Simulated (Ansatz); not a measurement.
**Response to strain in P**

Consider P (space group Cmce, No. 64; a = 3.3229 Å, b = 10.1860 Å, c = 4.1579 Å; layered, stacked along the Cartesian y axis; relaxed with 0.1 eV smearing).

Strains are applied to the cell and any free atomic positions relax.

Calculations: Ansatz (a quantum-chemistry and plane-wave program), PBE-D3(BJ), PAW, cutoff 420 eV, spin-orbit coupling left out, earlier PAW set.

Notes on the quantities. energy relative to the base: free energy F.

| isotropic strain (%) | energy relative to the base (meV/atom) |
|---|---|
| -1.65 | 6.3 |
| -0.32 | ? |
| 0 | 0.0 |
| 1.01 | 2.2 |
| 1.08 | 2.5 |

Task: Fit ΔE = Aε² + Bε³ (ε in %) to the rows shown and predict the withheld row.

Result: Least squares on the printed values gives A = 2.21 and B = -0.061 meV/atom (largest residual 0.0 meV/atom); this predicts 0.2 meV/atom, and the run gives 0.2 meV/atom, in agreement.

Whether these cells are dynamically stable was not tested.
